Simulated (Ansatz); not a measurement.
Base system: ZrN in the rock salt structure (space group Fm-3m, No. 225; a = 4.5528 Å).

Structures relaxed with PBEsol/PAW in Ansatz (a quantum-chemistry and plane-wave program), scalar-relativistic without spin-orbit coupling, earlier PAW set.

Base:

Simulated powder pattern, Co Kα, λ = 1.79026 Å (kinematic, ideal powder, no thermal factors, no anomalous dispersion; the 8 strongest lines at most, above 2 %, up to 2θ = 90°):

```
2θ (°)  I/Imax (%)    hkl
------  ----------  -----
39.82          100  (111)
46.31           88  (200)
67.57           56  (220)
81.40           43  (311)
85.86           20  (222)
```

Now apply this change: full substitution Zr → V; the structure is relaxed again.

After the change:

Simulated powder pattern, Co Kα, λ = 1.79026 Å (kinematic, ideal powder, no thermal factors, no anomalous dispersion; the 8 strongest lines at most, above 2 %, up to 2θ = 90°):

| 2θ (°) | I/Imax (%) | hkl |
|---|---|---|
| 44.74 | 75 | (111) |
| 52.14 | 100 | (200) |
| 76.85 | 56 | (220) |

The indices refer to each structure's own conventional cell; one index is shown for lines that coincide.

Stability against distortions was not tested. Starting moments died away, wholly or in part, for Zr → V; another magnetic solution may exist. The final runs are not spin-polarised. An odd electron count without spin: ZrN.
